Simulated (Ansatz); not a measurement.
The parent structure is an 8-atom supercell of AlRu in the CsCl type structure (space group Pm-3m, No. 221) at its relaxed geometry.

```
AlRu
1.0
    2.98252    -2.98252    -2.98252
   -2.98252     2.98252    -2.98252
    2.98252     2.98252     2.98252
Al Ru
4 4
Direct
  0.50000   0.50000   0.00000
  0.00000   0.00000   0.00000
  0.00000   0.50000   0.50000
  0.50000   0.00000   0.50000
  0.50000   0.50000   0.50000
  0.00000   0.00000   0.50000
  0.00000   0.50000   0.00000
  0.50000   0.00000   0.00000
```

Calculations: r2SCAN (Ansatz, an electronic-structure program, PAW, spin-orbit coupling left out).

Before the change:

The pressure is 0.0 GPa.

The change: one Ru atom is replaced by Sb, atoms relaxed at fixed cell, starting from a slightly rattled geometry.

Problem. What happens to the shift of the substituted atom off its lattice site?

Solution. The shift of the substituted atom off its lattice site is 0.43 Å.

Problem. What does the calculation give for the pressure after the change?

Solution. The pressure goes from zero to 21.1 GPa.

In so small a cell the defect repeats every few ångströms: this is an ordered compound, not a dilute defect. All final runs are without spin polarisation. The defect cell is not spin-polarised.
